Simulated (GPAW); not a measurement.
Input and output of a self-consistent single point for GaAs (F-43m, 2 atoms in the cell) (GPAW).

Computed with PBE, GPAW PAW datasets PBE (gpaw-data 1.0.1) (plane waves; GPAW).

The change in words: lattice scaled by 0.98. Reference geometry:
```
GaAs
1.0
    0.00000     2.93460     2.93460
    2.93460     0.00000     2.93460
    2.93460     2.93460     0.00000
Ga As
1 1
Direct
  0.00000   0.00000   0.00000
  0.25000   0.25000   0.25000
```

Reference input (self-consistent single point, DFT PBE, plane waves, GPAW PAW datasets PBE (gpaw-data 1.0.1)): mode = pw; ecut = 600 eV; xc = PBE; kpts = 7 7 7; mesh shift (steps) = 0 0 0; occupations.name = methfessel-paxton; occupations.width = 0.2 eV; occupations.order = 0; nbands = -6; convergence.bands = -4; symmetry.symmorphic = false; symmetry.tolerance = 0.0005. This run's input differs from it in these lines:

```diff
@@ -5,7 +5,7 @@
 atoms = Atoms(['Ga', 'As'],
-              cell=[[0.000000, 2.934604, 2.934604],
-                    [2.934604, 0.000000, 2.934604],
-                    [2.934604, 2.934604, 0.000000]],
+              cell=[[0.000000, 2.875912, 2.875912],
+                    [2.875912, 0.000000, 2.875912],
+                    [2.875912, 2.875912, 0.000000]],
               positions=[[0.000000, 0.000000, 0.000000],
-                         [1.467302, 1.467302, 1.467302]],
+                         [1.437956, 1.437956, 1.437956]],
               pbc=True)
```

Output (repeated stretches shortened):

```
     iter     time        total  log10-change:
                         energy   eigst   dens
iter:   1 --:--:--    -8.342203   +0.20
iter:   2 --:--:--    -8.325979   -1.76  -0.86
iter:   3 --:--:--    -8.277936   -1.76  -0.89
iter:   4 --:--:--    -8.268801   -3.73  -1.36
iter:   5 --:--:--    -8.260599   -2.46  -1.38
iter:   6 --:--:--    -8.258531   -3.93  -1.82
iter:   7 --:--:--    -8.258466c  -5.16  -2.38
iter:   8 --:--:--    -8.258376c  -4.40  -2.32
iter:   9 --:--:--    -8.258363c  -6.28  -3.04
iter:  10 --:--:--    -8.258364c  -7.31  -3.41
iter:  11 --:--:--    -8.258368c  -6.68  -3.36
iter:  12 --:--:--    -8.258368c  -7.63c -3.88
iter:  13 --:--:--    -8.258368c  -8.77c -4.25c
Converged after 13 iterations.

Dipole moment: (-3.357885, -3.357885, -3.357885) |e|*Ang

Energy contributions relative to reference atoms: (reference = -114387.645129)

Kinetic:        +20.426685
Potential:      -18.358832
External:        +0.000000
XC:             -10.342865
Entropy (-ST):   -0.000888
Local:           +0.017088
SIC:             +0.000000
--------------------------
Free energy:     -8.258811
Extrapolated:    -8.258368

Showing only first 2 kpts
 Kpt  Band  Eigenvalues  Occupancy
  0     2      4.40179    1.74604
  0     3      4.40179    1.74604
  0     4      4.59886    0.80051
  0     5      8.15295    0.00000

  1     2      3.65774    2.00000
  1     3      3.65774    2.00000
  1     4      6.72181    0.00000
  1     5      7.43126    0.00000

Fermi level: 4.56312

Gap: 0.197 eV
Transition (v -> c):
  (s=0, k=0, n=3, [0.00, 0.00, 0.00]) -> (s=0, k=0, n=4, [0.00, 0.00, 0.00])
No difference between direct/indirect transitions
Energy (eV): -8.258368

Forces in eV/Ang:
  0 Ga    0.00000   -0.00000   -0.00000
  1 As   -0.00000   -0.00000   -0.00000

Stress tensor:
    -0.003571     0.000000    -0.000000
     0.000000    -0.003571     0.000000
    -0.000000     0.000000    -0.003571
Stress (GPa, Voigt): [-0.5722 -0.5722 -0.5722  0.     -0.      0.    ]
```

The run converged in 13 iterations. GPAW prints stress with tension positive. Against the reference run the free energy falls by 11.1 meV/atom and the pressure goes from -2.79 to 0.57 GPa.

The starting cell comes from a database of computed structures (which also holds hypothetical and non-ambient phases and stackings), without a prior relaxation at this level. Its lattice was rescaled by a random factor within 2.5 % of one. For this run, on top of that: lattice scaled by 0.98. The run gives no clean gap (levels at the Fermi energy touch, overlap or are partly filled at this smearing), which alone does not show that the compound is a metal. The log's line on a gap gives a spacing of levels on this mesh, which the program prints for metals too.
